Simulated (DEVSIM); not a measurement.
System: abrupt In0.53Ga0.47As n-p junction, at 300 K.

| layer (left to right) | material | thickness (μm) | Nd (cm⁻³) | Na (cm⁻³) | τn (s) | τp (s) |
|---|---|---|---|---|---|---|
| 1 | In0.53Ga0.47As | 77.0 | 6.8e16 | - | 7.9e-10 | 7.9e-10 |
| 2 | In0.53Ga0.47As | 4.10 | - | 1.6e16 | 7.9e-10 | 7.9e-10 |

Left contact: ohmic. Right contact: ohmic. Voltage is applied to the left contact. Recombination: SRH at mid-gap, Auger. Mobility is μmin + (μ − μmin)/(1 + (N/Nref)^α).

Constants are typed, rounded textbook-type inputs, not results; the design itself was drawn at random and stands for no fabricated device. Values at 300 K.

| parameter | In0.53Ga0.47As |
|---|---|
| gap (eV) | 0.74 |
| affinity (eV) | 4.51 |
| permittivity | 13.9 |
| Nc (cm⁻³) | 2.1e17 |
| Nv (cm⁻³) | 7.7e18 |
| μn (cm²/Vs) | 12000 |
| μp (cm²/Vs) | 300 |
| μn,min | 300 |
| μp,min | 10 |
| Nref,n | 1.3e17 |
| Nref,p | 4.9e17 |
| αn | 0.48 |
| αp | 0.4 |
| Cn (cm⁶/s) | 5e-29 |
| Cp (cm⁶/s) | 5e-29 |

Simulated with DEVSIM: 1D drift-diffusion, Boltzmann statistics, complete ionisation; no tunnelling, impact ionisation, image-force lowering or self-heating.

Q: Tabulate band edges, carrier densities and field at -0.7 V on the left contact.

A: Energies count from the Fermi level of the right contact; mesh points crowd at the junctions.

```tsv
x (μm)	Ec (eV)	Ev (eV)	n (cm⁻³)	p (cm⁻³)	field (V/cm)
0.000	0.729	-0.011	6.8e16	8800000	-16
0.04258	0.729	-0.011	6.8e16	8800000	-16
0.1683	0.729	-0.011	6.8e16	8800000	-16
0.5093	0.728	-0.012	6.8e16	8800000	-16
2.111	0.726	-0.014	6.8e16	8800000	-16
5.896	0.720	-0.020	6.8e16	8800000	-16
17.08	0.701	-0.039	6.8e16	8800000	-16
55.26	0.639	-0.101	6.8e16	8800000	-16
69.18	0.616	-0.124	6.8e16	1.3e10	-16
74.19	0.608	-0.132	6.8e16	2.4e13	-16
76.04	0.605	-0.135	6.8e16	3.8e14	-18
76.78	0.603	-0.137	6.9e16	1.1e15	-22
76.94	0.603	-0.137	6.8e16	1.5e15	390
76.99	0.621	-0.119	3.5e16	3.1e15	9700
77.05	0.662	-0.078	6.9e15	1.6e16	2700
77.18	0.669	-0.071	4.8e15	2.1e16	-49
77.54	0.666	-0.074	4.2e15	2.0e16	-100
78.59	0.650	-0.090	3.0e15	1.9e16	-190
80.40	0.605	-0.135	1.3e15	1.7e16	-320
80.87	0.589	-0.151	5.6e14	1.7e16	-360
81.03	0.583	-0.157	1.9e14	1.6e16	-380
81.10	0.580	-0.160	3.7e7	1.6e16	-380
```
